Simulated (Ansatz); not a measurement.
A self-consistent single point of In (I4/mmm, 1 atom in the cell) with Ansatz (a quantum-chemistry and plane-wave program).

Method of the run: PBE, harder PAW files (source: ansatz) (plane waves; Ansatz).

```xyz
1
Lattice="-1.6384 1.6384 2.5061 1.6384 -1.6384 2.5061 1.6384 1.6384 -2.5061" Properties=species:S:1:pos:R:3 pbc="T T T"
In     0.0000     0.0000     0.0000
```

Reference input (self-consistent single point, DFT, PBE, plane waves, harder PAW files (source: ansatz)): basis.ecutwfc = 710 eV; kpoints.mp_grid.grid = 14 14 14; hamiltonian.xc = pbe; hamiltonian.pseudopotentials = {kind: paw, source: ansatz}; scf.occupations.method = methfessel_paxton; scf.occupations.width = 0.272 eV. This run's input differs from it in these lines:

Ansatz 0.2 input:
```diff
@@ -9,3 +9,3 @@
 basis:
-  ecutwfc: 710.0
+  ecutwfc: 495.0
 kpoints:
```

The program printed (abridged):

```
SCF iter   1: F=—  HF=-8967.041494 eV  |F-HF|=—  |Δ(HF+E_count)|=         —  Δρ=2.30e-2  dr2=1.16e-1  ethr=3.10e-3  ⟨swp⟩=4.0  Hψ=16260  notcnv=0
all-band conjugate gradients solve this SCF's bands
preconditioner: auto → Kerker (q_TF=auto, 2.618 Å⁻¹)
SCF iter   2: F=—  HF=-8967.014729 eV  |F-HF|=—  |Δ(HF+E_count)|=   2.68e-2  S|Δr|=    0.00e0  Δρ=9.80e-3  dr2=3.13e-2  ethr=5.54e-4  ⟨swp⟩=1.0  Hψ=5617  notcnv=0
   [... lines left out ...]
SCF iter   5: F=—  HF=-8967.009062 eV  |F-HF|=—  |Δ(HF+E_count)|=   3.49e-5  S|Δr|=    0.00e0  Δρ=1.59e-4  dr2=5.10e-6  ethr=2.40e-6  ⟨swp⟩=2.3  Hψ=5116  notcnv=0
SCF iter   6: F=—  HF=-8967.009066 eV  |F-HF|=—  |Δ(HF+E_count)|=   4.53e-6  S|Δr|=    0.00e0  Δρ=5.63e-5  dr2=6.02e-7  ethr=2.43e-8  ⟨swp⟩=2.5  Hψ=5001  notcnv=0
SCF iter   7: F=-8967.009067 eV  HF=-8967.009067 eV  |F-HF|=1.04e-9  |Δ(HF+E_count)|=   1.68e-7  S|Δr|=    0.00e0  Δρ=1.12e-5  dr2=3.46e-8  ethr=4.76e-10  ⟨swp⟩=6.1  Hψ=15039  notcnv=0
SCF 1 converged in 7 iterations: F = -8967.009067 eV  dr2 = 3.46e-8
Stability not checked (fill_not_monotonic)
Free energy (F): -8967.009067 eV
Internal energy: -8967.010193 eV  (E = F + TS)
E sigma→0 (E₀):  -8967.009348 eV
Entropy (-TS):   0.001126 eV (1.126 meV/atom)
Fermi energy:    11.791430 eV
--- Forces (eV/Å), atoms counted from 1 ---
  atom   1  In     0.00000000     0.00000000    -0.00000000
--- Stress (GPa, compression-positive) ---
        0.690408       0.000000       0.000000
        0.000000       0.690408       0.000000
        0.000000       0.000000       0.655178
  P = ⅓ Tr σ = 0.6787 GPa (6.787 kbar)
  The stress holds the Pulay correction. Without it, at fixed plane waves, as pw.x and ABINIT print it: P = -10.9307 GPa
```

The run converged in 7 iterations. Against the reference run the free energy goes up by 209 meV/atom and the pressure hardly changes (0.72 to 0.68 GPa).

The starting cell comes from a database of computed structures (which also holds hypothetical and non-ambient phases and stackings), without a prior relaxation at this level. Its lattice was rescaled by a random factor within 2.5 % of one. Ansatz's pressure includes its estimate of the finite-basis (Pulay) stress. Without the estimate this run gives -10.93 GPa. The cutoff lies below the one recommended for these files.
